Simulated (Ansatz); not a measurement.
Worked calculations on one periodic cell of amorphous silicon oxide (Si24O47): Si24O47, 71 atoms, volume 1075.3 Å³, made by a melt-quench on the CHGNet potential and relaxed with DFT. O atoms were pushed apart under 1.9 Å during the dynamics, to hinder bonds among them. It is a model cell: composition and starting density were chosen by hand, and all elements were melted together. Cycles of charging were run to anneal it. The numbers are results of PBE, scalar-relativistic without spin-orbit coupling (plane waves to 420 eV, PAW; Ansatz, a quantum-chemistry and plane-wave program), not measurements. Sampling: a 2×2×2 Γ-centred mesh; Fermi-Dirac width 0.02 eV; no spin polarisation. Its volume was held where the quench left it, its shape was free, and it stands at a mean pressure of 0.5 GPa with stress components up to 1.5 GPa; the relaxation ran on the zone centre alone. Its density went from a set 2.20 to 2.20 g/cm³. The cell is small and was quenched far faster than a real film, so it is one sample of the glass.

Count formal charges (Si +4, O -2). What does the count lead one to expect at the Fermi level, and what does the calculation give?

24 × (+4) + 47 × (-2) = +2. 2 electrons are left on cation states, in cation-cation bonds, defect levels or the conduction band. On this mesh the highest filled and lowest empty level lie 4.50 eV apart; localised defect or tail levels set that (at the zone centre the more localised edge state sits most on one Si atom with neighbours O 1.62 Å, O 1.65 Å, O 1.66 Å, Si 2.53 Å), and the nearest spread-out levels lie 5.5 eV apart.

Four energies for an added electron at PBE on the zone centre alone (charged cells in a uniform background, spin-polarised): neutral at the neutral geometry -42002.759 eV; charged at the neutral geometry -41996.413 eV; charged and relaxed -41997.199 eV; neutral at the charged geometry -42001.545 eV.

Find the two relaxation energies and their sum, the reorganisation energy.

On charging: -41996.413 − (-41997.199) = 0.786 eV. On discharging: -42001.545 − (-42002.759) = 1.214 eV. The sum is 2.000 eV. The carrier's level spreads over 5 of the 71 atoms' worth, so it counts as localised, most on one Si atom with neighbours O 1.64 Å, O 1.65 Å, O 1.66 Å, Si 2.53 Å (neutral geometry). The values are uncorrected: the image energy of a point charge in this cell, 2.84 × 14.40 / (2 × 10.2) = 2.0 eV before screening, is screened by electrons alone at the fixed geometry and by ions too after relaxing, and the carrier can be spread before it relaxes, so each term can be off by up to that value times 1/ε∞, some tenths of an eV. PBE's self-interaction favours spread-out carriers, so a hybrid can localise more.

Four energies for a hole at PBE on the zone centre alone (charged cells in a uniform background, spin-polarised): neutral at the neutral geometry -42002.759 eV; charged at the neutral geometry -42003.958 eV; charged and relaxed -42005.215 eV; neutral at the charged geometry -42000.931 eV.

Find the two relaxation energies and their sum, the reorganisation energy.

On charging: -42003.958 − (-42005.215) = 1.257 eV. On discharging: -42000.931 − (-42002.759) = 1.828 eV. The sum is 3.085 eV. The carrier's level spreads over 6 of the 71 atoms' worth, so it counts as partly localised, most on one Si atom with neighbours O 1.64 Å, O 1.65 Å, O 1.66 Å, Si 2.53 Å (neutral geometry). The values are uncorrected: the image energy of a point charge in this cell, 2.84 × 14.40 / (2 × 10.2) = 2.0 eV before screening, is screened by electrons alone at the fixed geometry and by ions too after relaxing, and the carrier can be spread before it relaxes, so each term can be off by up to that value times 1/ε∞, some tenths of an eV. PBE's self-interaction favours spread-out carriers, so a hybrid can localise more.
